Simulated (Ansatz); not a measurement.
**A computed series for GaN: response to strain**

Base system: GaN in the zinc blende structure (space group F-43m, No. 216; a = 4.4979 Å).

Strains are applied to the cell and any free atomic positions relax.

Computed with r2SCAN (Ansatz, a first-principles code; PAW; 500 eV plane waves; spin-orbit coupling left out).

Notes on the quantities. energy relative to the base: free energy F.

| change | band gap | pressure | shortest interatomic distance | energy relative to the base |
|---|---|---|---|---|
| base | 2.17 eV | 0.00 GPa | 194.8 pm | 0 meV/atom |
| isotropic strain +0.50 % | 2.07 eV | -2.85 GPa | 195.7 pm | +1.5 meV/atom |
| isotropic strain +1.00 % | 1.97 eV | -5.50 GPa | 196.7 pm | +6.1 meV/atom |
| isotropic strain +1.50 % | 1.87 eV | -7.97 GPa | 197.7 pm | +13 meV/atom |
| isotropic strain +2.00 % | 1.77 eV | -10.26 GPa | 198.7 pm | +24 meV/atom |
| isotropic strain +2.50 % | 1.67 eV | -12.39 GPa | 199.6 pm | +36 meV/atom |
| isotropic strain +3.00 % | 1.57 eV | -14.37 GPa | 200.6 pm | +51 meV/atom |

No phonon test of stability was made. This is not the structure that GaN has at room temperature and ambient pressure.
